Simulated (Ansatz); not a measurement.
Consider a periodic stack without vacuum, antifluorite Mg2Si (0 0 1) on zinc-blende CdTe (0 0 1) (film strained to the substrate, started from cuts of the bulks and a machine-learned relaxation; slabs Cd4Te4 and Mg8Si4, which can lie off the formulas): substrate slab Cd4Te4, film Mg8Si4, surface cells [[1, 0], [1, 1]] and [[1, 0], [1, 1]], film strained by +4.0 and +4.0 %, outermost planes Te/Cd and Mg/Si as cut, which need not be the usual terminations and can put a slab off its formula. Its start:

```yaml
crystal:
  lattice:
    - [4.68105, 0.00000, -0.00843]
    - [0.00000, 4.68105, -0.04982]
    - [-1.22289, -0.29153, 25.14266]
  atoms:
    - { symbol: Cd, position: [0.04824, 0.98872, 0.21193] }
    - { symbol: Cd, position: [0.54535, 0.47882, 0.07365] }
    - { symbol: Cd, position: [0.03119, 0.04892, 0.47898] }
    - { symbol: Cd, position: [0.59326, 0.50720, 0.34536] }
    - { symbol: Te, position: [0.02785, 0.48272, 0.14725] }
    - { symbol: Te, position: [0.34179, 0.96914, 0.01441] }
    - { symbol: Te, position: [0.09899, 0.54201, 0.41597] }
    - { symbol: Te, position: [0.56758, 0.00012, 0.28144] }
    - { symbol: Mg, position: [0.09587, 0.57306, 0.67375] }
    - { symbol: Mg, position: [0.60053, 0.07757, 0.67526] }
    - { symbol: Mg, position: [0.56706, 0.04808, 0.55475] }
    - { symbol: Mg, position: [0.07806, 0.55529, 0.55110] }
    - { symbol: Mg, position: [0.18780, 0.60639, 0.91683] }
    - { symbol: Mg, position: [0.66963, 0.08432, 0.91692] }
    - { symbol: Mg, position: [0.62957, 0.10004, 0.79543] }
    - { symbol: Mg, position: [0.12277, 0.59877, 0.79492] }
    - { symbol: Si, position: [0.61038, 0.58869, 0.73416] }
    - { symbol: Si, position: [0.08428, 0.06509, 0.61554] }
    - { symbol: Si, position: [0.70334, 0.58567, 0.96900] }
    - { symbol: Si, position: [0.15127, 0.09941, 0.85254] }
```

The start was prepared with a machine-learned potential, and the result is one local minimum, with the in-plane cell held and forces under 0.04 eV/Å; the film can end far from its bulk form.

Level of theory: PBE (plane waves to 420 eV, PAW; Ansatz, a program for electronic structure). Scalar-relativistic, without spin–orbit coupling; the runs are not spin-polarised. Its k-point mesh 5×5×1, Fermi–Dirac width 0.05 eV.

**Question.** Predict the relaxed interface.

**Answer.** interface area: 21.9 Å²
period: 24.87 Å
heights between the nearest atoms of the two slabs at the two interfaces: 2.19 and 1.19 Å
Cd–Mg contacts across the interfaces within 1.22 times the sum of covalent radii: 3, mean 3.15 Å
Mg–Te contacts across the interfaces within 1.22 times the sum of covalent radii: 3, mean 3.10 Å
Cd–Si contacts across the interfaces within 1.22 times the sum of covalent radii: 1, mean 2.65 Å
Si–Te contacts across the interfaces within 1.22 times the sum of covalent radii: 1, mean 2.57 Å
two interfaces: unlike, so that offsets are their mean
